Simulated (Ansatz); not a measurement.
# TiSi2 (Fddd, No. 70)

Calculation: r²SCAN (Ansatz, a quantum-chemistry and plane-wave program, plane waves, PAW).

Run with plane-wave cutoff 560 eV, 16×16×16 k mesh, Fermi–Dirac smearing 0.05 eV, no spin polarisation, scalar-relativistic PAW data made under PBE.

Cell (relaxed at this level):

```
CELL_PARAMETERS angstrom
      0.00000     4.11422     4.26256
      2.38998     0.00000     4.26256
      2.38998     4.11422     0.00000
ATOMIC_POSITIONS crystal
  Ti 0.50000 0.50000 0.50000
  Ti 0.75000 0.75000 0.75000
  Si 0.83747 0.16253 0.83747
  Si 0.16253 0.83747 0.16253
  Si 0.41253 0.08747 0.41253
  Si 0.08747 0.41253 0.08747
```

```json
{
  "band_gap": "zero (no gap)",
  "bulk_modulus": "147 GPa"
}
```

Note: the bulk modulus is −V dP/dV from two relaxed cells at ±2 % in volume.

The computed numbers hold no vibrational or temperature effects.
